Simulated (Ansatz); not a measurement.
Effect of biaxial strain −0.55 %, plane normal [001], relaxed out of plane on Ru

The reference is Ru in the hcp (Mg type) structure (space group P6_3/mmc, No. 194; a = 2.705 Å, c = 4.260 Å). Axes: x lies along a and z along c of the hexagonal cell.

One thing is altered: biaxial strain −0.55 %, plane normal [001], relaxed out of plane (Cartesian); in-plane vectors clamped, the third vector and the atoms free.

Method: Kohn–Sham DFT with the r2SCAN functional, run in Ansatz (a program for electronic structure) with PAW and 500 eV plane waves, no spin-orbit coupling. Settings: 20×20×11 k-points, 0.05 eV Fermi–Dirac smearing.

```csv
quantity,base,changed,shift
volume per atom,13.49 Å³,13.38 Å³,-0.11 Å³
shortest interatomic distance,264.1 pm,264.1 pm,0.0 pm
"pressure (mean of the normal stresses, compression positive)",0.0 GPa,2.7 GPa,+2.7 GPa
band gap,zero,zero,–
out-of-plane strain (rough),–,+0.29 %,–
mean in-plane stress (compression positive) (rough),–,+4.0 GPa,–
```

Cost of the whole job for the changed cell (relaxation, final SCF and bands): very roughly 50 core-seconds.

Without a gap, meshes like the base's 20×20×11 leave anisotropic stresses uncertain by several tenths of a GPa, and small strain energies with them. Whether these cells are dynamically stable was not tested. The final runs are not spin-polarised.
